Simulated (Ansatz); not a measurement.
Consider MoSi₂ (space group I4/mmm, No. 139; a = 3.190 Å, c = 7.823 Å; relaxed with 0.1 eV smearing). Axes: x, y, z lie along a, b, c of the conventional cell.

Structures relaxed with PBEsol in Ansatz (plane waves to 420 eV, PAW, no SOC), earlier PAW set.

Base:

Simulated powder pattern, Mo Kα, λ = 0.71073 Å (kinematic, ideal powder, no thermal factors, no anomalous dispersion; the 14 strongest lines at most, above 2 %, up to 2θ = 40°):

```
2θ (°)  I/Imax (%)    hkl
------  ----------  -----
10.43           28  (002)
13.82           55  (101)
18.13           68  (110)
20.28          100  (103)
20.96           19  (112)
25.74           25  (200)
27.84           16  (202)
29.31          7.2  (105)
29.33           13  (211)
31.63          6.6  (006)
32.99           46  (213)
36.70           16  (116)
36.73          8.1  (220)
39.40          5.6  (215)
```

After one change:

Simulated powder pattern, Mo Kα, λ = 0.71073 Å (kinematic, ideal powder, no thermal factors, no anomalous dispersion; the 14 strongest lines at most, above 2 %, up to 2θ = 40°):

| 2θ (°) | I/Imax (%) |
|---|---|
| 10.46 | 28 |
| 13.71 | 56 |
| 17.95 | 70 |
| 20.24 | 100 |
| 20.82 | 19 |
| 25.49 | 26 |
| 27.62 | 8.3 |
| 27.77 | 7.4 |
| 29.06 | 13 |
| 29.34 | 7.2 |
| 31.75 | 6.5 |
| 32.77 | 47 |
| 36.36 | 8.4 |
| 36.71 | 16 |

Task: Which change produced these results?
(A) uniaxial stress, 1 GPa tension along x
(B) uniaxial strain ε_yy = +0.90 %
(C) biaxial strain −2.32 %, plane normal [001], relaxed out of plane
(D) biaxial strain +0.97 %, plane normal [001], relaxed out of plane

Result: D, biaxial strain +0.97 %, plane normal [001], relaxed out of plane. Its volume per atom is 13.48 Å³ against 13.27 Å³, and its space group is I4/mmm (No. 139).

Beyond what the load breaks, stability against distortions was not tested. The final runs are not spin-polarised.

Ansatz is a first-principles code.
